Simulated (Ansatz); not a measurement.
For BP (model structure, started from the BN type, Pm-3n, No. 223, 12 atoms in the cell), PBE (Ansatz, a quantum-chemistry and plane-wave program, PAW) gives:

```
Quantity                               Value
------------------------------  ------------
equilibrium lattice constant a       5.593 Å
cohesive energy                 5.00 eV/atom
```

**Question.** What does r²SCAN in Ansatz (PAW) give for the same quantities?

**Answer.** 
- lattice constant a: 5.576 Å (falls by 0.3 %)
- cohesive energy: 4.93 eV/atom (drops by 0.07 eV/atom)

Changes are worked out from the printed values.

Unless a cell is named, each level is at its own relaxed cell (PBE 14.58, r²SCAN 14.45 Å³/atom).

Ansatz's density-functional and Hartree–Fock values are scalar-relativistic unless marked +SOC, with PAW data made under PBE.

A model structure was made by putting elements into a prototype or built by hand; it is no filed structure, need not be a known phase, and can be a saddle point held by its symmetry.
